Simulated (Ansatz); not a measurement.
# PBE against r2SCAN: hypothetical rock salt GaAs, biaxial strain −0.66 %, plane normal [110], relaxed out of plane

The parent structure is GaAs in the rock salt structure (space group Fm-3m, No. 225; a = 5.394 Å; a hypothetical phase, not in the database extracts checked; relaxed with 0.1 eV smearing). Axes: x, y, z lie along the cube axes.

(Cell as relaxed with PBE.)

Levels (all Ansatz, a first-principles code, PAW, earlier PAW set): PBE (420 eV, scalar-relativistic without spin-orbit coupling); r2SCAN (500 eV, no spin-orbit coupling).

Each level relaxes its own structure.

```
base                      PBE    r2SCAN
-------------------  --------  --------
volume per atom      19.61 Å³  18.93 Å³
lattice parameter a   5.394 Å   5.330 Å
band gap                 zero      zero
```

One thing is altered: compressive biaxial strain of 0.66 % in the plane normal to [110], as in epitaxy on a mismatched substrate; the out-of-plane cell vector and the atoms relax.

```csv
quantity,PBE,r2SCAN
out-of-plane strain,+0.74 %,+0.70 %
mean in-plane stress (compression positive),+0.6 GPa,+0.8 GPa
```

PBE's out-of-plane strain lies 0.04 % above r2SCAN's; PBE's in-plane stress lies 0.2 GPa below r2SCAN's. Neither level is exact; r2SCAN is the comparison here, not a measurement.

No phonon test of stability was made. All final runs are without spin polarisation.
